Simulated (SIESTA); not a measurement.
**SIESTA run on SiNi2 (Pnma, 12 atoms in the cell): self-consistent single point**

Method: GGA PBE, numerical atomic orbitals DZP, PseudoDojo PBE standard norm-conserving potentials (rewritten from UPF to PSML) run with SIESTA 5.4.2.

Input as run:

```
# files in the folder: Si.psml Ni.psml (PseudoDojo PBE standard)
SystemName  SiNi2
SystemLabel SiNi2

NumberOfAtoms                12
NumberOfSpecies              2
%block ChemicalSpeciesLabel
  1 14 Si
  2 28 Ni
%endblock ChemicalSpeciesLabel
LatticeConstant              1.0 Ang
%block LatticeVectors
     5.002671000    0.000000000    0.000000000
     0.000000000    3.752790000    0.000000000
     0.000000000    0.000000000    7.107101000
%endblock LatticeVectors
AtomicCoordinatesFormat      Bohr
%block AtomicCoordinatesAndAtomicSpecies
     2.749129586    1.772936326    8.237447187  1
     6.704548495    5.318808977    5.193027243  1
     1.977709455    5.318808977    1.522209972  1
     7.475968627    1.772936326   11.908264458  1
     4.328650120    1.772936326    3.931771389  2
     5.125027962    5.318808977    9.498703041  2
     0.398188921    5.318808977   10.647008604  2
     9.055489161    1.772936326    2.783465826  2
     3.108842037    1.772936326   12.618602251  2
     6.344836044    5.318808977    0.811872179  2
     1.617997004    5.318808977    5.903365036  2
     7.835681078    1.772936326    7.527109394  2
%endblock AtomicCoordinatesAndAtomicSpecies

XC.functional                GGA
XC.authors                   PBE
PAO.BasisSize                DZP
PAO.EnergyShift              0.01 Ry
MeshCutoff                   400 Ry
%block kgrid.MonkhorstPack
    5   0   0  0.0
    0   6   0  0.0
    0   0   3  0.0
%endblock kgrid.MonkhorstPack
OccupationFunction           FD
ElectronicTemperature        0.1 eV

MaxSCFIterations             150
SCF.Mixer.Method             Pulay
SCF.Mixer.Weight             0.1
SCF.Mixer.History            6
SCF.DM.Tolerance             1.0E-04
Diag.ParallelOverK           true
WriteForces                  true
```

Log, with long lists cut:

```
reinit: Reading from file input.fdf

reinit: System Name: SiNi2
reinit: System Label: SiNi2

coor:   Atomic-coordinates input format  =     Cartesian coordinates
coor:                                            (in Bohr units)

siesta: Atomic coordinates (Bohr) and species
siesta:      2.74913   1.77294   8.23745  1        1
siesta:      6.70455   5.31881   5.19303  1        2
siesta:      1.97771   5.31881   1.52221  1        3
siesta:      7.47597   1.77294  11.90826  1        4
siesta:      4.32865   1.77294   3.93177  2        5
siesta:      5.12503   5.31881   9.49870  2        6
siesta:      0.39819   5.31881  10.64701  2        7
siesta:      9.05549   1.77294   2.78347  2        8
siesta:      3.10884   1.77294  12.61860  2        9
siesta:      6.34484   5.31881   0.81187  2       10
siesta:      1.61800   5.31881   5.90337  2       11
siesta:      7.83568   1.77294   7.52711  2       12

siesta: System type = bulk

initatomlists: Number of atoms, orbitals, and projectors:     12   204   216

siesta: ******************** Simulation parameters ****************************
redata: Spin configuration                          = none
redata: Time-Reversal Symmetry                      = T
redata: Number of Atomic Species                    =        2
redata: Mesh Cutoff                                 =   400.0000 Ry
redata: Net charge of the system                    =     0.0000 |e|
redata: Min. number of SCF Iter                     =        0
redata: Max. number of SCF Iter                     =      150
redata: SCF convergence failure will abort job
redata: SCF mix quantity                            = Hamiltonian
redata: Mix DM or H after convergence               =   F
redata: Recompute H after scf cycle                 =   F
redata: Mix DM in first SCF step                    =   T
redata: No kicks to SCF
redata: DM Mixing Weight for Kicks                  =     0.5000
   [... lines left out ...]
diag: Parallel distribution                         =     1 x     1
diag: Used triangular part                          = Lower
diag: Absolute tolerance                            =  0.100E-15
diag: Orthogonalization factor                      =  0.100E-05
diag: Memory factor                                 =  1.0000

superc: Internal auxiliary supercell:     5 x     5 x     3  =      75
superc: Number of atoms, orbitals, and projectors:    900  15300  16200

                        Single-point calculation

superc: Internal auxiliary supercell:     5 x     5 x     3  =      75
superc: Number of atoms, orbitals, and projectors:    900  15300  16200

outcell: Unit cell vectors (Ang):
        5.002671    0.000000    0.000000
        0.000000    3.752790    0.000000
        0.000000    0.000000    7.107101

outcell: Cell vector modules (Ang)   :    5.002671    3.752790    7.107101
outcell: Cell angles (23,13,12) (deg):     90.0000     90.0000     90.0000
outcell: Cell volume (Ang**3)        :    133.4285
new_DM -- step:     1
Initializing Density Matrix...

Attempting to read DM from file... Failed...
DM filled with atomic data:

InitMesh: MESH = 64 x 48 x 90 = 276480
InitMesh: Mesh cutoff (required, used) =   400.000   443.202 Ry

stepf: Fermi-Dirac step function
        iscf     Eharris(eV)        E_KS(eV)     FreeEng(eV)     dDmax    Ef(eV) dHmax(eV)
   scf:    1   -36738.850820   -36911.253108   -36911.550114  1.179926 -1.353348 20.684983
   scf:    2   -37007.014791   -36967.301567   -36967.529806  0.389734 -2.622156 10.391370
   scf:    3   -36987.462138   -36983.522442   -36983.705006  0.311799 -3.716030  1.160329
   scf:    4   -36983.674716   -36983.610127   -36983.791943  0.014288 -3.757562  0.546177
   scf:    5   -36983.845632   -36983.753241   -36983.936258  0.047153 -3.842870  0.318360
   scf:    6   -36983.670749   -36983.752949   -36983.940652  0.016229 -3.799729  0.513213
   scf:    7   -36983.791180   -36983.786413   -36983.972130  0.006835 -3.831811  0.056604
   scf:    8   -36983.779351   -36983.784700   -36983.970677  0.002554 -3.829961  0.121327
   scf:    9   -36983.786802   -36983.786880   -36983.972769  0.001571 -3.829178  0.012874
   scf:   10   -36983.786854   -36983.786876   -36983.972788  0.000094 -3.829004  0.002483
   scf:   11   -36983.786877   -36983.786876   -36983.972789  0.000063 -3.829002  0.001632
   scf:   12   -36983.786873   -36983.786875   -36983.972791  0.000259 -3.829081  0.000516
   scf:   13   -36983.786875   -36983.786875   -36983.972791  0.000034 -3.829109  0.000346
SCF Convergence by DM+H criterion
max |DM_out - DM_in|         :     0.0000339641
max |H_out - H_in|      (eV) :     0.0003462618
SCF cycle converged after 13 iterations

Using DM_out to compute the final energy and forces

siesta: E_KS(eV) =           -36983.7869

siesta: E_KS - E_eggbox =    -36983.7869

siesta: Atomic forces (eV/Ang):
     1   -0.107874   -0.000000   -0.021631
     2    0.107874    0.000000    0.021619
     3    0.107874    0.000000   -0.021622
     4   -0.107874    0.000000    0.021634
     5    0.020644   -0.000000    0.015828
     6   -0.020644    0.000000   -0.015826
     7   -0.020644    0.000000    0.015825
     8    0.020644   -0.000000   -0.015826
     9    0.003672    0.000000   -0.023733
    10   -0.003672   -0.000000    0.023728
    11   -0.003672   -0.000000   -0.023728
    12    0.003673    0.000000    0.023733
   Tot    0.000000   -0.000000   -0.000000
   Max    0.107874
   Res    0.038525    sqrt( Sum f_i^2 / 3N )
   Max    0.107874    constrained

Stress tensor Voigt[x,y,z,yz,xz,xy] (kbar):       34.68       30.93       33.04       -0.00       -0.00        0.00
(Free)E + p*V (eV/cell)   -36986.7113
Target enthalpy (eV/cell)   -36983.9728

siesta: Program's energy decomposition (eV):
siesta: Ebs     =     -5651.518568
siesta: Eions   =     47077.081078
siesta: Ena     =      3006.107730
siesta: Ekin    =     17448.275419
siesta: Enl     =     -5744.894934
siesta: Eso     =         0.000000
siesta: Edftu   =         0.000000
siesta: DEna    =       228.255282
siesta: DUscf   =         5.294842
siesta: DUext   =         0.000000
siesta: Ex      =     -4584.590418
siesta: Ec      =      -265.153717
siesta: Exc     =     -4849.744135
siesta: Eharris =    -36983.786875
siesta: Etot    =    -36983.786875
siesta: FreeEng =    -36983.972791

siesta: Atomic forces (eV/Ang):
siesta:      1   -0.107874   -0.000000   -0.021631
siesta:      2    0.107874    0.000000    0.021619
siesta:      3    0.107874    0.000000   -0.021622
siesta:      4   -0.107874    0.000000    0.021634
siesta:      5    0.020644   -0.000000    0.015828
siesta:      6   -0.020644    0.000000   -0.015826
siesta:      7   -0.020644    0.000000    0.015825
siesta:      8    0.020644   -0.000000   -0.015826
siesta:      9    0.003672    0.000000   -0.023733
siesta:     10   -0.003672   -0.000000    0.023728
siesta:     11   -0.003672   -0.000000   -0.023728
siesta:     12    0.003673    0.000000    0.023733
siesta: ----------------------------------------
siesta:    Tot    0.000000   -0.000000   -0.000000

siesta: Stress tensor (static) (eV/Ang**3):
siesta:     0.021646    0.000000   -0.000000
siesta:     0.000000    0.019304   -0.000000
siesta:    -0.000000   -0.000000    0.020622

siesta: Cell volume =        133.428527 Ang**3

siesta: Pressure (static):
siesta:                Solid            Molecule  Units
siesta:          -0.00022354         -0.00022296  Ry/Bohr**3
siesta:          -0.02052410         -0.02047159  eV/Ang**3
siesta:         -32.88322628        -32.79910008  kBar
```

The run converged in 13 iterations.

The starting cell comes from a database of computed structures (which also holds hypothetical and non-ambient phases and stackings), without a prior relaxation at this level. Its lattice was rescaled by a random factor within 2.5 % of one. Spin polarisation is off. Values carry the incompleteness of an atom-centred basis. With a pressure of about -3 GPa the cell is away from its equilibrium volume at this level.

Cost on one core of a shared machine: roughly 70 s.
